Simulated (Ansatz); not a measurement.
A self-consistent single point of Nb₃B₂ (P4/mbm, 10 atoms in the cell) with Ansatz (a first-principles code)

Method: PBEsol, default PAW files made with PBE (plane waves; Ansatz).

Input as run:

Ansatz 0.2 input:
```yaml
# Nb3B2
crystal:
  lattice:
    - [6.232790, 0.000000, 0.000000]
    - [0.000000, 6.232790, 0.000000]
    - [0.000000, 0.000000, 3.311470]
  atoms:
    - { symbol: Nb, position_ang: [0.000000, 0.000000, 0.000000] }
    - { symbol: Nb, position_ang: [3.116395, 3.116395, 0.000000] }
    - { symbol: Nb, position_ang: [5.121671, 2.005276, 1.655735] }
    - { symbol: Nb, position_ang: [1.111119, 4.227514, 1.655735] }
    - { symbol: Nb, position_ang: [4.227514, 5.121671, 1.655735] }
    - { symbol: Nb, position_ang: [2.005276, 1.111119, 1.655735] }
    - { symbol: B, position_ang: [3.771648, 0.655253, 0.000000] }
    - { symbol: B, position_ang: [2.461142, 5.577537, 0.000000] }
    - { symbol: B, position_ang: [5.577537, 3.771648, 0.000000] }
    - { symbol: B, position_ang: [0.655253, 2.461142, 0.000000] }
basis:
  ecutwfc: 30.9 Ry
kpoints:
  mp_grid:
    grid: [5, 5, 8]
hamiltonian:
  xc: pbesol
  pseudopotentials:
    kind: paw
scf:
  occupations:
    method: methfessel_paxton
    width: 0.01 Ry
output:
  forces: true
  eigenvalues: true
  stress: true
```

Output (repeated stretches shortened):

```
WARN ansatz: RAYON_NUM_THREADS=1 ignored (pool sized by the plan → 1); use --threads N
Pseudopotentials: kind: paw
Pseudopotential: Nb, paw, valence charge 13
Pseudopotential: B, paw, valence charge 3
Crystal: 10 atoms, lattice volume = 128.643 Å³
Basis set: ecut = 420.4159175005146 eV, 2535 PW (Γ), exchange–correlation on 90×90×48 points (8 copies of the dense FFT grid, shifted against one another)
Bands: 55, of which v1, the nominal top of the filled ones, is band 45 counted from 1 (44 counted from 0)
Symmetry: 16 space group operations
Space group: P4/mbm (ITA 127), of the structure as read, at distance tolerance 5.0e-5 Å
k-points: 30 of 200
PAW frozen core: Nb, regenerated for the run's functional, and the local potential with it
PAW frozen core: B, regenerated for the run's functional, and the local potential with it
Initial density: superposition of atomic densities (neutral atoms: chi_scale 0, normalization atom), corrected by the library's trained network
Initial wavefunctions: pseudopotential atomic-orbital guess
Eigensolver: davidson
Functional: x = pbesol(κ = 0.804, μ = 0.12345679012345678), c = pbesol(β = 0.046)
SCF iter   1: F=—  HF=-27590.261921 eV  |F-HF|=—  |Δ(HF+E_count)|=         —  Δρ=4.44e-3  dr2=2.18e-2  ethr=1.77e-3  ⟨swp⟩=4.9  Hψ=6250  notcnv=0
all-band conjugate gradients solve this SCF's bands
preconditioner: auto → Kerker (q_TF=auto, 2.571 Å⁻¹)
SCF iter   2: F=—  HF=-27590.255497 eV  |F-HF|=—  |Δ(HF+E_count)|=   6.42e-3  S|Δr|=    0.00e0  Δρ=2.52e-3  dr2=6.52e-3  ethr=2.42e-5  ⟨swp⟩=1.2  Hψ=1966  notcnv=0
SCF iter   3: F=—  HF=-27590.253510 eV  |F-HF|=—  |Δ(HF+E_count)|=   1.99e-3  S|Δr|=    0.00e0  Δρ=7.55e-4  dr2=1.40e-3  ethr=7.24e-6  ⟨swp⟩=2.0  Hψ=2144  notcnv=0
SCF iter   4: F=—  HF=-27590.253253 eV  |F-HF|=—  |Δ(HF+E_count)|=   2.57e-4  S|Δr|=    0.00e0  Δρ=1.68e-4  dr2=4.43e-5  ethr=1.56e-6  ⟨swp⟩=2.0  Hψ=1997  notcnv=0
SCF iter   5: F=—  HF=-27590.253235 eV  |F-HF|=—  |Δ(HF+E_count)|=   1.78e-5  S|Δr|=    0.00e0  Δρ=3.51e-5  dr2=2.27e-6  ethr=4.93e-8  ⟨swp⟩=2.1  Hψ=2154  notcnv=0
SCF iter   6: F=-27590.253234 eV  HF=-27590.253234 eV  |F-HF|=2.87e-8  |Δ(HF+E_count)|=   6.42e-7  S|Δr|=    0.00e0  Δρ=5.91e-6  dr2=4.83e-8  ethr=1.11e-10  ⟨swp⟩=7.4  Hψ=7146  notcnv=0
SCF 1 converged in 6 iterations: F = -27590.253234 eV  dr2 = 4.83e-8
SCF converged after 6 iterations
Stability not checked (fill_not_monotonic)
Free energy (F): -27590.253234 eV
Harris-Foulkes:  -27590.253234 eV  (|F-HF|=2.87e-8)
Internal energy: -27590.253602 eV  (E = F + TS)
E sigma→0 (E₀):  -27590.253326 eV
Entropy (-TS):   0.000367 eV (0.037 meV/atom)
Fermi energy:    17.262514 eV
--- Per-component energies (eV) ---
  E_band       = -334.912358
  E_kinetic    = 2558.735763
  E_local      = -4275.063743  (includes V_loc(G=0)·N_el)
  E_nonlocal   = 767.085079
  E_hartree    = 1353.206149
  E_xc         = -1177.796637
  E_vxc        = -1431.431027  (∫ρ·V_xc dr)
  E_paw        = -18406.107214  (= ΣΔE_a)
  E_vpaw       = -660.643713  (= ΣTr[D̂ρ^β])
  E_aug_tail   = 0.000020  (compensation charges beyond the density's cutoff)
  E_ewald      = -8411.504115
  E_core_change = 1.191097  (= ΣΔE_core)
  E_smearing   = 0.000367  (= −TS)
  E_closure    = 0.000000  (closes the sum)
  Σ components = -27590.253234   (vs F -27590.253234, Δ=0.00e0)
--- Forces (eV/Å), atoms counted from 1 ---
  atom   1  Nb     0.00000000     0.00000000     0.00000000
  atom   2  Nb     0.00000000     0.00000000     0.00000000
  atom   3  Nb    -0.04225619    -0.04225619     0.00000000
  atom   4  Nb     0.04225619     0.04225619     0.00000000
  atom   5  Nb     0.04225619    -0.04225619     0.00000000
  atom   6  Nb    -0.04225619     0.04225619     0.00000000
  atom   7  B      0.05224421     0.05224421     0.00000000
  atom   8  B     -0.05224421    -0.05224421     0.00000000
  atom   9  B     -0.05224421     0.05224421     0.00000000
  atom  10  B      0.05224421    -0.05224421     0.00000000
  max |Σ_I F_I| component: 6.25e-17 eV/Å
--- Stress (GPa, compression-positive) ---
       -7.907640       0.000000       0.000000
        0.000000      -7.907640       0.000000
        0.000000       0.000000      -8.564810
  P = ⅓ Tr σ = -8.1267 GPa (-81.267 kbar)
  The stress holds the Pulay correction. Without it, at fixed plane waves, as pw.x and ABINIT print it: P = -8.2116 GPa
--- Band table (eV; the first three rows and the last of 30) ---
  k-point 0: bands = ["-37.2560", "-37.1377", "-37.1377", "-37.1307", "-36.8731", "-36.7946", "-13.8380", "-13.8380", "-13.5994", "-13.4890", "-13.3808", "-13.2881", "-13.2854", "-13.2854", "-13.1994", "-13.1994", "-13.1895", "-13.0985", "-12.9622", [...]
  k-point 1: bands = ["-37.2439", "-37.1346", "-37.1346", "-37.1278", "-36.8701", "-36.8015", "-13.7934", "-13.7934", "-13.5924", "-13.5136", "-13.5075", "-13.4145", "-13.4145", "-13.2816", "-13.2312", "-13.1801", "-13.1801", "-13.0940", "-12.8793", [...]
  k-point 2: bands = ["-37.2126", "-37.1273", "-37.1273", "-37.1207", "-36.8628", "-36.8202", "-13.7243", "-13.6828", "-13.6828", "-13.6007", "-13.6007", "-13.5753", "-13.5555", "-13.3307", "-13.2892", "-13.1556", "-13.1556", "-13.0831", "-12.8331", [...]
  k-point 29: bands = ["-37.1396", "-37.1343", "-37.1174", "-37.1147", "-36.8531", "-36.8530", "-13.8682", "-13.8472", "-13.7697", "-13.7289", "-13.5319", "-13.4736", "-13.4195", "-13.3819", "-13.2444", "-13.2001", "-13.1412", "-13.1187", [...]
```

The run converged in 6 iterations.

The starting cell comes from a database of computed structures (which also holds hypothetical and non-ambient phases and stackings), without a prior relaxation at this level. Spin polarisation is off. With a pressure of about -8 GPa the cell is away from its equilibrium volume at this level. Ansatz's pressure includes its estimate of the finite-basis (Pulay) stress.
